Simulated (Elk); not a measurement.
A self-consistent single point of Ca2Sn (Fm-3m, 3 atoms in the cell) with Elk.

Level of theory: PBEsol, all-electron FP-LAPW, Elk's shipped species files, LAPW+lo basis in Elk.

```xyz
3
Lattice="0.0000 3.8303 3.8303 3.8303 0.0000 3.8303 3.8303 3.8303 0.0000" Properties=species:S:1:pos:R:3 pbc="T T T"
Sn     0.0000     0.0000     0.0000
Ca     1.9152     1.9152     1.9152
Ca     5.7455     5.7455     5.7455
```

Reference input (self-consistent single point, DFT, PBEsol, all-electron FP-LAPW, Elk's shipped species files, LAPW+lo basis): xctype = 22; rgkmax = 8; stype = 0; swidth = 0.00183747 Ha; ngridk = 5 5 5; vkloff = 0.5 0.5 0.5; gmaxvr = 14 1/bohr; nxoapwlo = 1; maxscl = 100. This run's input differs from it in these lines:

```diff
@@ -7,3 +7,3 @@
 rgkmax
-  8.0
+  6.69
```

Output, abridged:

```
│ Self-consistent loop started │
│ Loop number : 1 │
 total energy                :     -7541.88258216
│ Loop number : 2 │
 total energy                :     -7541.78744931
RMS change in Kohn-Sham potential (target) :   0.2545427834     (  0.1000000000E-05)
Absolute change in total energy (target)   :   0.9513285184E-01 (  0.1000000000E-03)
│ Loop number : 3 │
 total energy                :     -7540.81416468
RMS change in Kohn-Sham potential (target) :   0.2057547884     (  0.1000000000E-05)
Absolute change in total energy (target)   :   0.9970678369     (  0.1000000000E-03)
│ Loop number : 4 │
   [... lines left out ...]
Absolute change in total energy (target)   :   0.5728303577E-03 (  0.1000000000E-03)
│ Loop number : 13 │
 total energy                :     -7535.57592041
RMS change in Kohn-Sham potential (target) :   0.3029609942E-06 (  0.1000000000E-05)
Absolute change in total energy (target)   :   0.1876651304E-03 (  0.1000000000E-03)
│ Loop number : 14 │
 total energy                :     -7535.57590424
RMS change in Kohn-Sham potential (target) :   0.8470394640E-07 (  0.1000000000E-05)
Absolute change in total energy (target)   :   0.6308792126E-04 (  0.1000000000E-03)
Convergence targets achieved

│ Loop number : 15 │

Energies :
 Fermi                       :     0.106874099599
 total energy                :     -7535.57589796

Density of states at Fermi energy :   0.4815641663E-06
 (states/Hartree/unit cell)

Estimated indirect band gap :   0.2972026105E-01
 from k-point      3 to k-point     10
Estimated direct band gap   :   0.3261862854E-01
 at k-point     10

Charges :
 core                        :    50.00000000
 valence                     :    40.00000000
 interstitial                :    5.571429723
 muffin-tins (core leakage)
  species :    1 (Sn)
   atom    1                 :    48.22545815     (  0.6731050244E-04)
  species :    2 (Ca)
   atom    1                 :    18.10155606     (  0.1947611317E-07)
   atom    2                 :    18.10155606     (  0.1947611317E-07)
 total in muffin-tins        :    84.42857028
 total calculated charge     :    90.00934801
 total charge                :    90.00000000
 error                       :   0.9348010913E-02

│ Self-consistent loop stopped │
```

The run converged in 15 iterations. The count includes the last loop, which Elk runs after its targets are met. Against the reference run the total energy rises by 274 meV/atom and the gap on the mesh hardly changes (0.813 to 0.809 eV).

The starting cell was generated: these elements placed on a structure prototype, without a prior relaxation; it need not be a known phase or ordering of this composition. Its lattice was rescaled by a random factor within 2.5 % of one. Values depend on the basis (sphere radii, cutoffs, local orbitals), which need not be converged. The shifted mesh does not hold Γ, so a gap read on it misses any band edge there.
